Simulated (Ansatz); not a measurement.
```xyz
2
Lattice="3.8280 0.0000 0.0000 1.9140 3.3151 0.0000 1.9140 -1.1050 3.1570" Properties=species:S:1:pos:R:3 pbc="T T T"
P      3.8280     2.2101     0.7935
Ga     0.0000     0.0000    -0.0043
```

A single point on GaP with a change (biaxial strain −0.70 %, plane normal [111], relaxed out of plane), its geometry relaxed with r2SCAN.

Calculations: DFT with HSE06, PAW potentials and a 420 eV plane-wave cutoff in Ansatz (an electronic-structure program), noncollinear with spin-orbit coupling, earlier PAW set. Settings: 8×8×8 k-points, 0.01 eV Fermi–Dirac smearing.

### Question
What valence-band top at Γ (three highest Kramers pairs, from the VBM) does the calculation give?

### Answer
0.00, -0.04, -0.14 eV.

### Question
Predict the band gap.

### Answer
2.17 eV.

Single points use the geometry relaxed with r2SCAN. HSE06 was sampled on its mesh, a few special points and the semilocal edge points, so its gap is an upper bound. Whether these cells are dynamically stable was not tested. The cell was made from GaP in the zinc blende structure (space group F-43m, No. 216) by this change: biaxial strain −0.70 %, plane normal [111], relaxed out of plane.
